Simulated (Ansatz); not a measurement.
We consider C (model structure, Ibam, No. 72, 6 atoms in the cell), described by dielectric-dependent PBEsol hybrid (PAW; Ansatz, a first-principles code).

Settings: plane-wave cutoff 460 eV, 10×10×10 k mesh, Fermi–Dirac smearing 0.01 eV, scalar-relativistic PAW data made under PBE.

Cell (relaxed with PBEsol):

```xyz
6
Lattice="3.6077 -1.3228 -0.0562 3.6077 1.3228 -0.0562 -2.9344 0.0000 3.6010" Properties=species:S:1:pos:R:3 pbc="T T T"
C      2.8688     0.8544     2.3378
C      1.4121    -0.8544     1.1507
C     -0.0551     0.8544     2.9513
C      4.3360    -0.8544     0.5373
C      2.8741    -1.3228     0.8440
C      1.4069     1.3228     2.6445
```

Problem. What does this level give for the band gap, smallest direct gap on the k points sampled and direct gap at Γ?

Solution. 
band gap: 3.62 eV
smallest direct gap on the k points sampled: 3.63 eV
direct gap at Γ: 6.77 eV

Note: the relaxation could raise the start's symmetry but not lower it, so the cell can be a saddle point; cell and atoms aren't relaxed at this level (largest force component 0.03 eV/Å, pressure -4.4 GPa).

A model structure was made by putting elements into a prototype or built by hand; it is no filed structure, need not be a known phase, and can be a saddle point held by its symmetry.
